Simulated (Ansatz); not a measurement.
Base system: HfRh3 in the Cu3Au type structure (space group Pm-3m, No. 221; a = 3.896 Å; relaxed with 0.1 eV smearing). Axes: x, y, z lie along the cube axes.

Level of theory: PBEsol, PAW, 420 eV (Ansatz, an electronic-structure program; spin-orbit coupling left out).

One thing is altered: the cell is stretched by 1.18 % along z with no lateral relaxation; the atoms relax in the strained cell.

Question: Predict the stress tensor and what it implies for the stiffness.

Answer: Stress of the strained cell less that of the base (GPa, compression positive):
```
   -2.2     0.0     0.0
    0.0    -2.2     0.0
    0.0     0.0    -4.0
```

Then −Δσ_ii/ε with ε = 0.0118 gives relaxed-ion elastic constants: C33 ≈ 342 GPa, C13 ≈ 182 GPa and C23 ≈ 182 GPa.

Stability against distortions was not tested. The final runs are not spin-polarised.
